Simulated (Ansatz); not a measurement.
An Ansatz (a first-principles code) run: hypothetical bcc (W type) B; Ansatz, PBEsol, PAW, cutoff 420 eV, without spin-orbit coupling.

Input:

Ansatz 0.2 input:
```yaml
crystal:
  lattice:
    - [-1.148525256, 1.148525256, 1.148525256]
    - [1.148525256, -1.148525256, 1.148525256]
    - [1.148525256, 1.148525256, -1.148525256]
  atoms:
    - { symbol: B, position: [0, 0, 0] }
basis: { ecutwfc: 420, ecutrho_ratio: 4, xc_grid: 2, fft_grid_basis: typed }
kpoints: { mp_grid: { grid: [28, 28, 28] } }
hamiltonian:
  xc: pbesol
  dispersion: none
  pseudopotentials: { kind: paw }
scf: { occupations: { method: fermi_dirac, width: 0.05 }, convergence: { dr2_threshold: 0.0000000001 } }
output: { forces: true, stress: true }
```

Output (explanatory and most iteration lines left out):

```
Pseudopotential: B, paw, valence charge 3
Crystal: 1 atoms, lattice volume = 6.060 Å³
Basis set: ecut = 420 eV, 135 PW (Γ), exchange–correlation on 30×30×30 points (8 copies of the dense FFT grid, shifted against one another)
Bands: 6, of which v1, the nominal top of the filled ones, is band 2 counted from 1 (1 counted from 0)
Symmetry: 48 space group operations
Space group: Im-3m (ITA 229), of the structure as read, at distance tolerance 1.8e-5 Å
k-points: 624 of 21952
Functional: x = pbesol(κ = 0.804, μ = 0.12345679012345678), c = pbesol(β = 0.046)
SCF iter   1: F=—  HF=-151.021168 eV  |F-HF|=—  |Δ(HF+E_count)|=         —  Δρ=4.81e-3  dr2=7.46e-4  ethr=1.77e-3  ⟨swp⟩=4.5  Hψ=27973  notcnv=0
SCF iter   2: F=—  HF=-151.020928 eV  |F-HF|=—  |Δ(HF+E_count)|=   2.40e-4  Δρ=2.29e-3  dr2=1.65e-4  ethr=2.49e-5  ⟨swp⟩=1.0  Hψ=8736  notcnv=0
SCF 1 converged in 6 iterations: F = -151.020878 eV  dr2 = 3.36e-13
SCF converged after 6 iterations
Free energy (F): -151.020878 eV
Internal energy: -151.019356 eV  (E = F + TS)
E sigma→0 (E₀):  -151.020117 eV
Entropy (-TS):   -0.001522 eV (-1.522 meV/atom)
Fermi energy:    13.946329 eV
--- Forces (eV/Å), atoms counted from 1 ---
  atom   1  B     -0.00000000    -0.00000000    -0.00000000
--- Stress (GPa, compression-positive) ---
        0.000889       0.000000      -0.000000
        0.000000       0.000889       0.000000
        0.000000      -0.000000       0.000889
  P = ⅓ Tr σ = 0.0009 GPa (0.009 kbar)
```

Whether these cells are dynamically stable was not tested. The cell is B in the bcc (W type) structure (space group Im-3m, No. 229; a hypothetical phase, not in the database extracts checked).
